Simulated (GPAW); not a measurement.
A self-consistent single point of SiGe (P6_3mc, 4 atoms in the cell) with GPAW.

Level of theory: LDA (Perdew-Wang 92), GPAW PAW datasets LDA (gpaw-data 1.0.1) (plane waves; GPAW).

```yaml
crystal:
  lattice:
    - [3.90445, 0.00000, 0.00000]
    - [-1.95223, 3.38135, 0.00000]
    - [0.00000, 0.00000, 6.45078]
  atoms:
    - { symbol: Si, position: [0.66667, 0.33333, 0.87461] }
    - { symbol: Si, position: [0.33333, 0.66667, 0.37461] }
    - { symbol: Ge, position: [0.66667, 0.33333, 0.50039] }
    - { symbol: Ge, position: [0.33333, 0.66667, 0.00039] }
```

Reference input (self-consistent single point, DFT PBEsol, plane waves, GPAW PAW datasets PBEsol (made by gpaw-setup)): mode = pw; ecut = 600 eV; xc = PBEsol; kpts = 10 10 5; mesh shift (steps) = 0 0 0; occupations.name = fermi-dirac; occupations.width = 0.02 eV; nbands = -6; convergence.bands = -4; symmetry.symmorphic = false; symmetry.tolerance = 0.0005; maxiter = 150. This run's input differs from it in these lines:

```diff
@@ -15,3 +15,3 @@
 calc = GPAW(mode={'name': 'pw', 'ecut': 600},
-            xc='PBEsol',
+            xc='LDA',
             kpts={'size': (10, 10, 5), 'gamma': True},
```

Its files differ too (potentials: GPAW PAW datasets LDA (gpaw-data 1.0.1)).

Log, with long lists cut:

```
     iter     time        total  log10-change:
                         energy   eigst   dens
iter:   1 --:--:--   -22.389578   +0.15
iter:   2 --:--:--   -22.376107   -1.44  -0.84
iter:   3 --:--:--   -22.444326   -1.24  -0.85
iter:   4 --:--:--   -22.200377   -2.51  -0.96
iter:   5 --:--:--   -22.210454   -3.54  -1.34
iter:   6 --:--:--   -22.135095   -2.41  -1.32
iter:   7 --:--:--   -22.136143   -4.33  -2.34
iter:   8 --:--:--   -22.134999c  -4.11  -2.17
iter:   9 --:--:--   -22.134917c  -5.04  -2.77
iter:  10 --:--:--   -22.134917c  -6.16  -3.47
iter:  11 --:--:--   -22.134918c  -6.32  -3.53
iter:  12 --:--:--   -22.134915c  -6.94  -3.47
iter:  13 --:--:--   -22.134915c  -7.43c -3.97
iter:  14 --:--:--   -22.134915c  -8.67c -4.35c
Converged after 14 iterations.

Dipole moment: (0.000000, -0.000000, 3.271058) |e|*Ang

Energy contributions relative to reference atoms: (reference = -129753.061795)

Kinetic:        +42.708149
Potential:      -38.119476
External:        +0.000000
XC:             -26.712756
Entropy (-ST):   -0.000001
Local:           -0.010832
SIC:             +0.000000
--------------------------
Free energy:    -22.134915
Extrapolated:   -22.134915

Showing only first 2 kpts
 Kpt  Band  Eigenvalues  Occupancy
  0     6      5.64343    1.99954
  0     7      5.64349    1.99954
  0     8      6.00670    0.00011
  0     9      7.00218    0.00000

  1     6      5.40297    2.00000
  1     7      5.40303    2.00000
  1     8      6.13846    0.00000
  1     9      7.75693    0.00000

Fermi level: 5.81112

Gap: 0.354 eV
Transition (v -> c):
   [... lines left out ...]
Direct gap: 0.363 eV
   [... lines left out ...]
Energy (eV): -22.134915

Forces in eV/Ang:
  0 Si   -0.00000    0.00000   -0.00489
  1 Si    0.00000   -0.00000   -0.00489
  2 Ge    0.00000    0.00000    0.00690
  3 Ge    0.00000   -0.00000    0.00690

Stress tensor:
     0.009189    -0.000000    -0.000000
    -0.000000     0.009189    -0.000000
    -0.000000    -0.000000     0.009467
Stress (GPa, Voigt): [ 1.4723  1.4723  1.5167 -0.     -0.     -0.    ]
```

The run converged in 14 iterations. GPAW prints stress with tension positive. Against the reference run the pressure goes from 0.39 to -1.49 GPa, the largest force goes from 0.015 to 0.007 eV/Å and the gap on the mesh moves little (0.345 to 0.354 eV).

The starting cell comes from a database of computed structures (which also holds hypothetical and non-ambient phases and stackings), without a prior relaxation at this level.

Cost on one core of a shared machine: roughly 40 s.
